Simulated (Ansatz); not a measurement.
# TiS2 (C2/m, No. 12, 6 atoms in the cell; start mp-1077263; a measured phase of this formula has another space group)

Method: HSE06 (Ansatz, a program for electronic structure, PAW).

Numerical settings: plane-wave cutoff 460 eV, 8×8×2 k mesh (along the axes of the cell as run), Fermi–Dirac smearing 0.01 eV, no spin polarisation, scalar-relativistic PAW data made under PBE.

Cell (relaxed with PBEsol):

```
TiS2
1.0
    2.90146    -1.67514    -0.00010
    2.90146     1.67514    -0.00010
   -2.17462     0.00000    17.30885
Ti S
2 4
Cartesian
  0.72680   0.00000  14.47422
  2.90149   0.00000   2.83443
 -1.20752   0.00000  13.04825
  4.83581   0.00000   4.26040
  2.66113   0.00000  15.89707
  0.96716   0.00000   1.41158
```

For TiS2 (C2/m, No. 12, 6 atoms in the cell; start mp-1077263; a measured phase of this formula has another space group), the band gap is 0.45 eV (on the SCF k mesh) (indirect). The smallest direct gap on the k points sampled is 1.06 eV.

Note: cell and atoms aren't relaxed at this level (pressure 1.6 GPa); the cell has widely spaced layers and the level no dispersion term, so their spacing and the moduli can rest on weak binding.

Static lattice: no zero-point or thermal effects.

A start named mp-… is a Materials Project structure, which need not be a measured phase.
